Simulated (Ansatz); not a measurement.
The starting structures come from a database of crystals and need not be the phases stable at ambient conditions.

 Where the default PAW files enter, the runs use the earlier of Ansatz's two default sets.

Input:

```yaml
crystal:
  lattice:
    - [4.18835, -0.00498, -0.18949]
    - [-0.00362, 4.18835, -0.18949]
    - [0.26886, 0.26877, 5.93710]
  atoms:
    - { symbol: Pb, position: [0.74999, 0.74999, 0.25001] }
    - { symbol: Pb, position: [0.25001, 0.25001, 0.74999] }
    - { symbol: S, position: [0.24999, 0.24999, 0.25002] }
    - { symbol: S, position: [0.75001, 0.75001, 0.74998] }
```

Space group of this cell: I4/mmm. The cell was relaxed by PBE-D3(BJ); by r2SCAN its mean pressure is 1.2 GPa.

Transport runs along the normal of the first two printed cell vectors, the (001) plane of the conventional cell.

The gap is the functional's own, uncorrected, and κ follows it; spin-orbit coupling is left out. Mid-gap values are interpolated between the computed energies.

**Question.** Give the band gap and the smallest decay constant κ at mid-gap that r2SCAN in Ansatz (a first-principles code) yields.

**Answer.** Gap 0.63 eV on a 8×8×6 mesh; κ = 0.076 1/Å, at (0.500, 0.000) of the in-plane reciprocal vectors. At the zone centre, at the nearest computed energy, the slowest state has κ = 0.16 1/Å.
